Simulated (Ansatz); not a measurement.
## Effect of uniaxial strain ε_zz = +1.20 % on BN

The parent structure is BN (space group P6_3/mmc, No. 194; a = 2.506 Å, c = 6.615 Å; layered, stacked along the Cartesian z axis). Axes: x lies along a and z along c of the hexagonal cell.

Modification: uniaxial strain ε_zz = +1.20 %, all other strain components held at zero; the atoms relax in the strained cell.

All numbers come from PBE-D3(BJ), PAW, 420 eV (Ansatz, a quantum-chemistry and plane-wave program; scalar-relativistic without spin-orbit coupling). k-mesh 15×15×5 (Γ-centred); smearing 0.05 eV (Fermi–Dirac).

```csv
quantity,base,changed,shift
volume per atom,9.00 Å³,9.10 Å³,+0.108 Å³
energy relative to the base (free energy F),0 meV/atom,+0.1 meV/atom,+0.1 meV/atom
"pressure (mean of the normal stresses, compression positive)",0.00 GPa,-0.10 GPa,-0.092 GPa
band gap,4.24 eV,4.27 eV,+0.03 eV
gap character,"indirect, k = (0.267, 1/3, 0) in the run's primitive reciprocal basis → M","indirect, k = (0.267, 1/3, 0) in the run's primitive reciprocal basis → M",–
smallest direct gap,4.64 eV,4.64 eV,0.00 eV
width of the top valence band,3.22 eV,3.21 eV,-0.01 eV
"stress (xx, yy, zz, yz, xz, xy; compression positive)",–,"(0.02, 0.02, -0.33, 0.00, 0.00, 0.00) GPa",–
```

Stability against distortions was not tested.
